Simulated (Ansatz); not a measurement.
Ge₃N₄ (P31c, No. 159, 28 atoms in the cell; start mp-672289) was calculated with PBEsol (Ansatz, a quantum-chemistry and plane-wave program, PAW).

Run with plane-wave cutoff 520 eV, 6×6×6 k mesh, Fermi–Dirac smearing 0.01 eV, scalar-relativistic PAW data made under PBE.

Cell (relaxed at this level):

```xyz
28
Lattice="8.2301 0.0000 0.0000 -4.1150 7.1275 0.0000 0.0000 0.0000 5.9519" Properties=species:S:1:pos:R:3 pbc="T T T"
Ge     0.3397     1.8058     0.1419
Ge     2.3813     6.5187     0.1419
Ge    -2.7210     5.9304     0.1419
Ge     1.3940     1.1971     3.1178
Ge     4.4547     5.3217     3.1178
Ge     6.4964     0.6087     3.1178
Ge     1.6728     4.0774     4.3273
Ge    -0.2525     6.5375     4.3273
Ge    -1.4203     3.6400     4.3273
Ge     2.6947     3.4874     1.3513
Ge     5.7879     3.0501     1.3513
Ge     3.8625     0.5900     1.3513
N      1.4914     7.1004     4.5835
N     -2.7798     4.8688     4.5835
N      1.2884     2.2857     4.5835
N      5.4034     4.8418     1.6076
N      5.6064     0.0271     1.6076
N      1.3353     2.2586     1.6076
N      2.3393     4.6815     5.9464
N     -1.1089     6.8126     5.9464
N     -1.2304     2.7608     5.9464
N      2.8847     4.3667     2.9704
N      6.4543     2.4460     2.9704
N      3.0061     0.3149     2.9704
N      0.0000     0.0000     0.1502
N      0.0000     0.0000     3.1261
N      4.1150     2.3758     0.9794
N      0.0000     4.7516     3.9553
```

Task: What does this level give for the band gap and smallest direct gap on the k points sampled?

Result: 
- band gap = 2.19 eV (indirect)
- smallest direct gap on the k points sampled = 2.23 eV

Spin–orbit coupling is not included.

The computed numbers hold no vibrational or temperature effects.

A start named mp-… is a Materials Project structure, which need not be a measured phase.
